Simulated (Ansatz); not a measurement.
Start from TiSi2 (space group Cmcm, No. 63; a = 3.515 Å, b = 13.349 Å, c = 3.557 Å).

All numbers come from PBEsol (Ansatz, a quantum-chemistry and plane-wave program, PAW, scalar-relativistic without spin-orbit coupling), earlier PAW set.

One change was made to it. Results:

| quantity | base | after |
|---|---|---|
| shortest interatomic distance | 2.394 Å | 2.375 Å |
| band gap | zero | zero |

Which of these changes matches the shifts?
A) pressure 0.3 GPa
B) pressure −1 GPa
C) pressure 7.5 GPa

C, pressure 7.5 GPa. For comparison, the shortest interatomic distance in the other runs: pressure −1 GPa gives 2.396 Å; pressure 0.3 GPa gives 2.393 Å.

Load acts through the strain it causes; cell and atoms are relaxed under it. Whether these cells are dynamically stable was not tested. No other phases were tried under pressure. The final runs are not spin-polarised.
